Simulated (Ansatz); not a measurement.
A user runs Ansatz (a first-principles code) on Cs₂LaCuI₆ (Fm-3m, 10 atoms in the cell) and asks whether the run is sound. The aim is a self-consistent single point with DFT, PBE, plane waves, default PAW files.

Cell that was meant: a = 8.6039 Å, b = 8.6039 Å, c = 8.6039 Å, α = 60.00°, β = 60.00°, γ = 60.00°.

Part of the input:

Ansatz 0.2 input:
```yaml
    - { symbol: I, position: [0.74910000, 0.25090000, 0.74910000] }
    - { symbol: I, position: [0.25090000, 0.25090000, 0.74910000] }
    - { symbol: I, position: [0.74910000, 0.74910000, 0.25090000] }
basis:
  ecutwfc: 40
kpoints:
  mp_grid:
    grid: [3, 3, 3]
```

The program printed (abridged):

```
   [... lines left out ...]
Symmetry: 48 space group operations
Space group: Fm-3m (ITA 225), of the structure as read, at distance tolerance 7.7e-5 Å
k-points: 4 of 27
Initial density: superposition of atomic densities (neutral atoms: chi_scale 0, normalization atom), corrected by the library's trained network
Initial wavefunctions: pseudopotential atomic-orbital guess
Eigensolver: davidson
Functional: x = pbe(κ = 0.804, μ = 0.2195149727645171), c = pbe(β = 0.06672455060314922)
SCF iter   1: F=—  HF=-65306.302844 eV  |F-HF|=—  |Δ(HF+E_count)|=         —  Δρ=1.30e0  dr2=8.11e3  ethr=1.77e-3  ⟨swp⟩=1.0  Hψ=1021  notcnv=0
all-band conjugate gradients solve this SCF's bands
preconditioner: auto → LDOS
SCF iter   2: F=—  HF=-59672.521218 eV  |F-HF|=—  |Δ(HF+E_count)|=    5.63e3  Δρ=1.30e-1  dr2=2.55e2  ethr=1.77e-3  ⟨swp⟩=9.2  Hψ=2932  notcnv=0  defer=32
   [... lines left out ...]
SCF iter  11: F=—  HF=-59554.100502 eV  |F-HF|=—  |Δ(HF+E_count)|=   1.39e-1  Δρ=3.83e-5  dr2=1.35e-5  ethr=1.71e-8  ⟨swp⟩=3.0  Hψ=762  notcnv=0  defer=25
SCF iter  12: F=—  HF=-59554.100501 eV  |F-HF|=—  |Δ(HF+E_count)|=   1.79e-6  Δρ=1.94e-5  dr2=4.22e-6  ethr=8.98e-9  ⟨swp⟩=2.0  Hψ=343  notcnv=0  defer=25
SCF iter  13: F=-59554.100500 eV  HF=-59554.100500 eV  |F-HF|=5.63e-9  |Δ(HF+E_count)|=   9.49e-7  Δρ=2.41e-6  dr2=3.82e-8  ethr=6.67e-11  ⟨swp⟩=14.0  Hψ=1857  notcnv=0
SCF 1 converged in 13 iterations: F = -59554.100500 eV  dr2 = 3.82e-8
Free energy (F): -59554.100500 eV
Internal energy: -59554.069320 eV  (E = F + TS)
E sigma→0 (E₀):  -59554.084910 eV
Entropy (-TS):   -0.031179 eV (-3.118 meV/atom)
Fermi energy:    11.601885 eV
--- Forces (eV/Å), atoms counted from 1 ---
  atom   1  Cs     0.00000000     0.00000000     0.00000000
  atom   2  Cs    -0.00000000     0.00000000     0.00000000
  atom   3  Cu     0.00000000    -0.00000000    -0.00000000
  atom   4  La    -0.00000000    -0.00000000     0.00000000
  atom   5  I      5.02937761     0.00000000    -0.00000000
  atom   6  I     -5.02937761    -0.00000000     0.00000000
  atom   7  I     -0.00000000     5.02937761    -0.00000000
   [... lines left out ...]
  atom  10  I      0.00000000     0.00000000    -5.02937761
--- Stress (GPa, compression-positive) ---
      -81.553764       0.000000       0.000000
       -0.000000     -81.553764       0.000000
       -0.000000       0.000000     -81.553764
  P = ⅓ Tr σ = -81.5538 GPa (-815.538 kbar)
  The stress holds the Pulay correction. Without it, at fixed plane waves, as pw.x and ABINIT print it: P = -1292.1004 GPa
```

Q: Can these results be used? Check the input.

A: The run is not sound. The fault is this: a cutoff meant in Ry typed as a bare number, read as eV. A bare number is read in the key's own unit, and eV, Ry (13.6 eV) and Ha (27.2 eV) lie far apart, so the setting ends up far from the one that was meant. To fix it, convert the value to the unit that the key expects. The run converged in 13 iterations without an error; against the sound input the free energy goes up by 975 eV/atom, the pressure goes from 0.74 to -81.55 GPa, the largest force goes from 0.877 to 5.029 eV/Å and no clean gap remains on the mesh (levels overlap or are partly filled), against 2.08 eV before. At a fixed set of plane waves, without the program's Pulay estimate, the pressure is -1292.10 GPa against 0.73 GPa.

An input that runs soundly differs in these lines (not the only fix; some lines may just follow from the change or write a value another way):
```diff
-basis:
-  ecutwfc: 40
```

With that input, the run converged in 8 iterations: free energy E − TS (on the zero of these files) -69306.2140 eV; top of the valence band (on the code's own zero) 4.84 eV; gap on the k-point mesh 2.08 eV; pressure 0.74 GPa; largest force (vector length) 0.877 eV/Å (DFT, PBE, plane waves, default PAW files).

On the sound input: the starting cell was generated: these elements placed on a structure prototype, without a prior relaxation; it need not be a known phase or ordering of this composition. Its lattice was rescaled by a random factor within 2.5 % of one. Spin-orbit coupling is off. Ansatz's pressure includes its estimate of the finite-basis (Pulay) stress.
